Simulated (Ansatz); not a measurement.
## What Au on a Pt site does to PtS2

Start from a 12-atom supercell of PtS$_{2}$ in the CdI2 type structure (space group P-3m1, No. 164; a = 3.584 Å, c = 4.656 Å; layered, stacked along the Cartesian z axis) at its relaxed geometry.

Modification: a neutral Au on a Pt site, atoms relaxed at fixed cell, starting from a slightly rattled geometry.

Method: PBE-D3(BJ)/PAW in Ansatz (a first-principles code), no SOC. Settings: 9×9×9 k-points, 0.05 eV Fermi–Dirac smearing.

```yaml
pressure: 1.3 GPa (base 0.0 GPa)
largest_displacement_of_a_host_atom_from_its_site_in_the_perfect_cell: 0.09 Å
mean_distance_from_the_defect_site_to_its_nearest_host_atoms: 2.48 Å (base 2.39 Å)
```

Cost of the whole job for the changed cell (relaxation, final SCF and bands): very roughly 40 core-minutes.

The cell is small, so the values are those of an ordered compound at a high defect concentration; dilute-limit values will differ. All final runs are without spin polarisation. The defect cell is not spin-polarised.
